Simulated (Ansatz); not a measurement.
Start from Mg2Ge in the anti-fluorite structure (space group Fm-3m, No. 225; a = 6.364 Å). Axes: x, y, z lie along the cube axes.

The values are results of PBEsol (Ansatz, a program for electronic structure), no SOC, not measurements.

For the base:

The electron mass is 0.55 mₑ along k, 0.18 mₑ across (at X).

One thing is altered: biaxial strain +0.50 %, plane normal [001], relaxed out of plane (Cartesian); in-plane vectors clamped, the third vector and the atoms free.

**Question.** Predict the new energy relative to the base, out-of-plane strain and electron mass.

**Answer.** The energy rises by 0.4 meV/atom; the out-of-plane strain amounts to -0.20 %; the electron mass goes from 0.55 mₑ along k, 0.18 mₑ across (at X) to 0.54 mₑ along k, 0.18 mₑ across (at X).

The levels and masses belong to the bands next to the band gap. Effective masses come from finite differences of ±0.01 Å⁻¹. Along k means along the line from Γ to the band edge. No phonon test of stability was made.
